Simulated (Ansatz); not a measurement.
A calculation on CsCl-type AuZn (cubic form, which distorts at low temperature) returned lattice constant a 3.211 Å, bulk modulus 106 GPa.

For reference: bulk modulus 131 GPa (measured, temperature not stated, not corrected to a static lattice; as tabulated in Nepal et al. (2020), arXiv:2007.11150).

**Question.** Which level of theory produced these numbers?
(A) Hartree–Fock (Ansatz, a first-principles code)
(B) revPBE (Ansatz)
(C) PBEsol+SOC (Ansatz)
(D) HSE06-D3(BJ) (Ansatz)

**Answer.** B, revPBE (Ansatz)

The others give: HSE06-D3(BJ) 3.112 Å, 148 GPa; Hartree–Fock 3.299 Å, 80.6 GPa; PBEsol+SOC 3.123 Å, 146 GPa.

Unless a cell is named, each level is at its own relaxed cell (Hartree–Fock 17.95, HSE06-D3(BJ) 15.06, PBEsol+SOC 15.23, revPBE 16.55 Å³/atom).

Caveats: symmetry holds this phase in the static calculation, where it need not be a minimum (HSE06-D3(BJ), Hartree–Fock, PBEsol+SOC, revPBE); the cell is over a tenth larger than the published one: the level's own overestimate first of all, though another phase or state, or a fault of the published cell, is possible (Hartree–Fock). Ansatz's density-functional and Hartree–Fock values are scalar-relativistic unless marked +SOC, with PAW data made under PBE.
